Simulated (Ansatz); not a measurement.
**Rh, response to strain**

The parent structure is Rh in the fcc (Cu type) structure (space group Fm-3m, No. 225; a = 3.7816 Å; relaxed with 0.1 eV smearing). Axes: x, y, z lie along the cube axes.

Strains are applied to the cell and any free atomic positions relax; under biaxial strain the out-of-plane vector relaxes too.

Level of theory: PBEsol (Ansatz, an electronic-structure program), without spin-orbit coupling.

Notes on the quantities. in-plane stress: mean in-plane stress (compression positive).

```csv
variant,out-of-plane strain,in-plane stress
"biaxial strain −3.00 %, plane normal [001], relaxed out of plane",?,+17.1 GPa
"biaxial strain −2.50 %, plane normal [001], relaxed out of plane",+2.29 %,+13.9 GPa
"biaxial strain −1.50 %, plane normal [001], relaxed out of plane",+1.35 %,+7.9 GPa
"biaxial strain −0.50 %, plane normal [001], relaxed out of plane",+0.45 %,+2.5 GPa
"biaxial strain +0.50 %, plane normal [001], relaxed out of plane",?,-2.4 GPa
"biaxial strain +1.00 %, plane normal [001], relaxed out of plane",-0.88 %,-4.6 GPa
"biaxial strain +1.50 %, plane normal [001], relaxed out of plane",-1.32 %,-6.7 GPa
"biaxial strain +2.50 %, plane normal [001], relaxed out of plane",-2.20 %,-10.6 GPa
"biaxial strain +3.00 %, plane normal [001], relaxed out of plane",?,?
```

Question: Complete the table.

Answer: 
- biaxial strain −3.00 %, plane normal [001], relaxed out of plane, out-of-plane strain: +2.77 %
- biaxial strain +0.50 %, plane normal [001], relaxed out of plane, out-of-plane strain: -0.44 %
- biaxial strain +3.00 %, plane normal [001], relaxed out of plane, out-of-plane strain: -2.65 %
- biaxial strain +3.00 %, plane normal [001], relaxed out of plane, in-plane stress: -12.3 GPa

Whether these cells are dynamically stable was not tested. The final runs are not spin-polarised. Rh lies near a magnetic instability that expansion can trigger; it was not tested.
